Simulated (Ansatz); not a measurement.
## Element substitutions in Mg

The reference is Mg (space group R-3m, No. 166; a = 3.1701 Å, c = 23.3334 Å (hexagonal axes); a cell from a computed database, its experimental status unchecked).

Each row replaces one element on all its sites; cell and atoms are relaxed.

The values are results of Ansatz (a first-principles code) PBEsol, no SOC, not measurements.

| change | density | shortest interatomic distance |
|---|---|---|
| base | 1.79 g/cm³ | 3.167 Å |
| Mg → Sr | 2.79 g/cm³ | 4.189 Å |
| Mg → Ca | 1.63 g/cm³ | 3.849 Å |
| Mg → Na | 1.05 g/cm³ | 3.715 Å |

Whether these cells are dynamically stable was not tested. As relaxed here, Sr, Ca and Na are hypothetical phases, not in the database extracts checked. This is not the structure that Mg has at room temperature and ambient pressure.
